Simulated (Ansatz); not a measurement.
# Pressure series in PbS

Base system: PbS in the rock salt structure (space group Fm-3m, No. 225; a = 6.009 Å).

Cell and atoms are relaxed at each pressure.

All numbers come from PBE (Ansatz, a quantum-chemistry and plane-wave program; PAW; 420 eV plane waves; scalar-relativistic without spin-orbit coupling).

```json
[
 {"pressure (GPa)": "-2", "volume per atom (Å³/atom)": "28.274"},
 {"pressure (GPa)": "-1", "volume per atom (Å³/atom)": "27.669"},
 {"pressure (GPa)": "0", "volume per atom (Å³/atom)": "27.124"},
 {"pressure (GPa)": "0.3", "volume per atom (Å³/atom)": "26.969"},
 {"pressure (GPa)": "0.7", "volume per atom (Å³/atom)": "26.774"},
 {"pressure (GPa)": "1.5", "volume per atom (Å³/atom)": "?"},
 {"pressure (GPa)": "3", "volume per atom (Å³/atom)": "25.775"},
 {"pressure (GPa)": "5", "volume per atom (Å³/atom)": "25.041"},
 {"pressure (GPa)": "7.5", "volume per atom (Å³/atom)": "24.246"}
]
```

**Question.** Fit the third-order Birch–Murnaghan form P(V) = (3B₀/2)[(V₀/V)^(7/3) − (V₀/V)^(5/3)]·[1 + (3/4)(B₀′ − 4)((V₀/V)^(2/3) − 1)] (squares taken in P) to the rows shown and predict the withheld row.

**Answer.** Least squares on the printed values gives V₀ = 27.125 Å³/atom, B₀ = 52.7 GPa, B₀′ = 4.2; this predicts 26.405 Å³/atom, and the run gives 26.408 Å³/atom, 0.003 higher.

Load acts through the strain it causes; cell and atoms are relaxed under it. Stability against distortions was not tested. No other phases were tried under pressure. The base started in P3_121 and relaxed to Fm-3m at this level.
